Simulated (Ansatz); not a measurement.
**Input and output of a self-consistent single point for AlPd2 (Pnma, 12 atoms in the cell) (Ansatz, a quantum-chemistry and plane-wave program)**

Method of the run: PBEsol, default PAW files made with PBE (plane waves; Ansatz).

The input file:

Ansatz 0.2 input:
```yaml
# AlPd2
crystal:
  lattice:
    - [5.41976000, 0.00000000, 0.00000000]
    - [0.00000000, 4.07169000, 0.00000000]
    - [0.00000000, 0.00000000, 7.81287000]
  atoms:
    - { symbol: Al, position: [0.80540000, 0.75000000, 0.89487000] }
    - { symbol: Al, position: [0.19460000, 0.25000000, 0.10513000] }
    - { symbol: Al, position: [0.69460000, 0.25000000, 0.39487000] }
    - { symbol: Al, position: [0.30540000, 0.75000000, 0.60513000] }
    - { symbol: Pd, position: [0.45745000, 0.75000000, 0.28824000] }
    - { symbol: Pd, position: [0.54255000, 0.25000000, 0.71176000] }
    - { symbol: Pd, position: [0.04255000, 0.25000000, 0.78824000] }
    - { symbol: Pd, position: [0.95745000, 0.75000000, 0.21176000] }
    - { symbol: Pd, position: [0.33421000, 0.75000000, 0.93387000] }
    - { symbol: Pd, position: [0.66579000, 0.25000000, 0.06613000] }
    - { symbol: Pd, position: [0.16579000, 0.25000000, 0.43387000] }
    - { symbol: Pd, position: [0.83421000, 0.75000000, 0.56613000] }
basis:
  ecutwfc: 30.9 Ry
kpoints:
  mp_grid: { grid: [4, 6, 3] }
hamiltonian:
  xc: pbesol
  pseudopotentials: { kind: paw }
scf:
  occupations: { method: gaussian, width: 0.0147 Ry }
output:
  forces: true
  eigenvalues: true
  stress: true
```

Output, abridged:

```
WARN ansatz: RAYON_NUM_THREADS=1 ignored (pool sized by the plan → 1); use --threads N
Pseudopotentials: kind: paw
Pseudopotential: Al, paw, valence charge 3
Pseudopotential: Pd, paw, valence charge 18
Crystal: 12 atoms, lattice volume = 172.411 Å³
Basis set: ecut = 420.4159175005146 eV, 3373 PW (Γ), exchange–correlation on 80×60×108 points (8 copies of the dense FFT grid, shifted against one another)
Bands: 94, of which v1, the nominal top of the filled ones, is band 78 counted from 1 (77 counted from 0)
Symmetry: 8 space group operations
Space group: Pnma (ITA 62), of the structure as read, at distance tolerance 5.6e-5 Å
k-points: 24 of 72
PAW frozen core: Al, regenerated for the run's functional, and the local potential with it
PAW frozen core: Pd, regenerated for the run's functional, and the local potential with it
Initial density: superposition of atomic densities (neutral atoms: chi_scale 0, normalization atom), corrected by the library's trained network
Initial wavefunctions: pseudopotential atomic-orbital guess
Eigensolver: davidson
Functional: x = pbesol(κ = 0.804, μ = 0.12345679012345678), c = pbesol(β = 0.046)
SCF iter   1: F=—  HF=-57361.542376 eV  |F-HF|=—  |Δ(HF+E_count)|=         —  Δρ=1.02e-2  dr2=1.77e-1  ethr=1.77e-3  ⟨swp⟩=5.2  Hψ=8294  notcnv=0  defer=5
all-band conjugate gradients solve this SCF's bands
preconditioner: auto → Kerker (q_TF=auto, 2.683 Å⁻¹)
SCF iter   2: F=—  HF=-57361.507901 eV  |F-HF|=—  |Δ(HF+E_count)|=   3.45e-2  Δρ=3.92e-3  dr2=2.61e-2  ethr=1.13e-4  ⟨swp⟩=2.0  Hψ=3617  notcnv=0  defer=5
SCF iter   3: F=—  HF=-57361.502453 eV  |F-HF|=—  |Δ(HF+E_count)|=   5.45e-3  Δρ=8.18e-4  dr2=7.80e-4  ethr=1.68e-5  ⟨swp⟩=2.0  Hψ=2897  notcnv=0  defer=5
SCF iter   4: F=—  HF=-57361.502333 eV  |F-HF|=—  |Δ(HF+E_count)|=   1.21e-4  Δρ=1.22e-4  dr2=2.20e-5  ethr=5.00e-7  ⟨swp⟩=2.8  Hψ=3840  notcnv=0  defer=5
SCF iter   5: F=—  HF=-57361.502265 eV  |F-HF|=—  |Δ(HF+E_count)|=   6.72e-5  Δρ=2.22e-5  dr2=7.14e-7  ethr=1.41e-8  ⟨swp⟩=2.7  Hψ=3415  notcnv=0  defer=5
SCF iter   6: F=-57361.502265 eV  HF=-57361.502265 eV  |F-HF|=2.40e-8  |Δ(HF+E_count)|=   1.41e-7  Δρ=4.93e-6  dr2=4.49e-8  ethr=6.41e-11  ⟨swp⟩=8.4  Hψ=9528  notcnv=0
SCF 1 converged in 6 iterations: F = -57361.502265 eV  dr2 = 4.49e-8
SCF converged after 6 iterations
Free energy (F): -57361.502265 eV
Harris-Foulkes:  -57361.502265 eV  (|F-HF|=2.40e-8)
Internal energy: -57361.402495 eV  (E = F + TS)
E sigma→0 (E₀):  -57361.452380 eV
Entropy (-TS):   -0.099771 eV (-8.314 meV/atom)
Fermi energy:    16.807334 eV
--- Per-component energies (eV) ---
  E_band       = -1460.821856
  E_kinetic    = 4215.900308
  E_local      = -17778.539653  (includes V_loc(G=0)·N_el)
  E_nonlocal   = 1789.891443
  E_hartree    = 7392.070364
  E_xc         = -1507.787176
  E_vxc        = -1817.602487  (∫ρ·V_xc dr)
  E_paw        = -31299.072543  (= ΣΔE_a)
  E_vpaw       = -2654.617842  (= ΣTr[D̂ρ^β])
  E_aug_tail   = 0.001562  (compensation charges beyond the density's cutoff)
  E_ewald      = -20176.363547
  E_core_change = 2.496749  (= ΣΔE_core)
  E_smearing   = -0.099771  (= −TS)
  E_closure    = -0.000000  (closes the sum)
  Σ components = -57361.502265   (vs F -57361.502265, Δ=0.00e0)
--- Forces (eV/Å), atoms counted from 1 ---
  atom   1  Al    -0.03079872    -0.00000000    -0.03580782
  atom   2  Al     0.03079872     0.00000000     0.03580782
  atom   3  Al     0.03079872     0.00000000    -0.03580782
  atom   4  Al    -0.03079872    -0.00000000     0.03580782
  atom   5  Pd    -0.01289069     0.00000000    -0.08808691
  atom   6  Pd     0.01289069    -0.00000000     0.08808691
  atom   7  Pd     0.01289069    -0.00000000    -0.08808691
  atom   8  Pd    -0.01289069     0.00000000     0.08808691
  atom   9  Pd     0.01502957    -0.00000000    -0.02872357
  atom  10  Pd    -0.01502957     0.00000000     0.02872357
  atom  11  Pd    -0.01502957     0.00000000    -0.02872357
  atom  12  Pd     0.01502957    -0.00000000     0.02872357
  max |Σ_I F_I| component: 2.78e-17 eV/Å
--- Stress (GPa, compression-positive) ---
       -2.450414       0.000000      -0.000000
        0.000000      -2.642053      -0.000000
       -0.000000      -0.000000      -3.068479
  P = ⅓ Tr σ = -2.7203 GPa (-27.203 kbar)
  The stress holds the Pulay correction. Without it, at fixed plane waves, as pw.x and ABINIT print it: P = -2.7706 GPa
--- Band table (eV; the first three rows and the last of 24) ---
  k-point 0: bands = ["-67.7386", "-67.7355", "-67.7274", "-67.7269", "-67.6600", "-67.6577", "-67.6443", "-67.6441", "-33.5731", "-33.5635", "-33.5561", "-33.5432", "-33.5409", "-33.5315", "-33.5194", "-33.5165", "-33.5009", "-33.5008", "-33.4744", [...]
  k-point 1: bands = ["-67.7379", "-67.7363", "-67.7273", "-67.7270", "-67.6594", "-67.6582", "-67.6443", "-67.6442", "-33.5670", "-33.5605", "-33.5579", "-33.5503", "-33.5415", "-33.5347", "-33.5244", "-33.5208", "-33.4994", "-33.4806", "-33.4751", [...]
  k-point 2: bands = ["-67.7375", "-67.7349", "-67.7278", "-67.7274", "-67.6603", "-67.6582", "-67.6443", "-67.6442", "-33.5681", "-33.5632", "-33.5577", "-33.5463", "-33.5422", "-33.5365", "-33.5357", "-33.5249", "-33.4878", "-33.4813", "-33.4788", [...]
  k-point 23: bands = ["-67.7312", "-67.7312", "-67.7312", "-67.7312", "-67.6524", "-67.6524", "-67.6524", "-67.6524", "-33.5587", "-33.5587", "-33.5587", "-33.5587", "-33.5384", "-33.5384", "-33.5384", "-33.5384", "-33.4840", "-33.4840", [...]
```

The run converged in 6 iterations.

The starting cell comes from a database of computed structures (which also holds hypothetical and non-ambient phases and stackings), without a prior relaxation at this level. Spin polarisation is off. Ansatz's pressure includes its estimate of the finite-basis (Pulay) stress.
